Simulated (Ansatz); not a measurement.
Consider Ni in the fcc (Cu type) structure (space group Fm-3m, No. 225; a = 3.4788 Å; ferromagnetic; relaxed with 0.1 eV smearing). Axes: x, y, z lie along the cube axes.

Structures relaxed with r2SCAN (Ansatz, an electronic-structure program, PAW, spin-orbit coupling left out).

Base:

Simulated powder pattern, Cu Kα1, λ = 1.54056 Å (kinematic, ideal powder, no thermal factors, no anomalous dispersion; the 10 strongest lines at most, above 2 %, up to 2θ = 90°):

```
2θ (°)  I/Imax (%)    hkl
------  ----------  -----
45.10          100  (111)
52.57           46  (200)
77.55           26  (220)
```

Perturbation: biaxial strain −4.53 %, plane normal [110], relaxed out of plane (Cartesian); in-plane vectors clamped, the third vector and the atoms free.

Predict the new powder pattern.


Simulated powder pattern, Cu Kα1, λ = 1.54056 Å (kinematic, ideal powder, no thermal factors, no anomalous dispersion; the 10 strongest lines at most, above 2 %, up to 2θ = 90°):

```json
[
 {"2θ (°)": "44.48", "I/Imax (%)": "100", "hkl": "(111)"},
 {"2θ (°)": "47.37", "I/Imax (%)": "82", "hkl": "(1 -1 1)"},
 {"2θ (°)": "52.71", "I/Imax (%)": "59", "hkl": "(200)"},
 {"2θ (°)": "55.27", "I/Imax (%)": "25", "hkl": "(002)"},
 {"2θ (°)": "73.49", "I/Imax (%)": "9.9", "hkl": "(220)"},
 {"2θ (°)": "79.89", "I/Imax (%)": "31", "hkl": "(202)"},
 {"2θ (°)": "81.99", "I/Imax (%)": "7.2", "hkl": "(2 -2 0)"}
]
```

The indices refer to the base's conventional cell; one index is shown for lines that coincide. The space group is now Immm (No. 71).

Other magnetic orders, which the real material may have, were not ruled out. No phonon test of stability was made.
